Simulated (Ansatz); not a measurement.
We consider cubic perovskite CsPbCl3 (cubic high-temperature phase), described by r²SCAN0 in Ansatz (plane waves, PAW).

Settings: plane-wave cutoff 520 eV, 4×4×4 k mesh, Fermi–Dirac smearing 0.01 eV, scalar-relativistic PAW data made under PBE.

Cell (measured lattice):

Space group Pm-3m (No. 221); a = b = c = 5.605 Å, α = β = γ = 90.00°

| atom | site | symmetry | x | y | z |
|---|---|---|---|---|---|
| Cs | 1a | m-3m | 0.0000 | 0.0000 | 0.0000 |
| Pb | 1b | m-3m | 0.5000 | 0.5000 | 0.5000 |
| Cl | 3c | 4/mm.m | 0.0000 | 0.5000 | 0.5000 |

**Question.** Give the computed band gap and direct gap at Γ.

**Answer.** 
- band gap = 3.50 eV (on the SCF k mesh)
- direct gap at Γ = 8.25 eV

Note: held by symmetry at 0 K, a high-temperature phase can be a saddle point; cell and atoms aren't relaxed at this level (pressure 0.9 GPa).

Spin–orbit coupling is not included; with these elements it can move the gap by several tenths of an eV or more.

Computing time: around 4 core-minutes (rough).

Ansatz is a program for electronic structure.
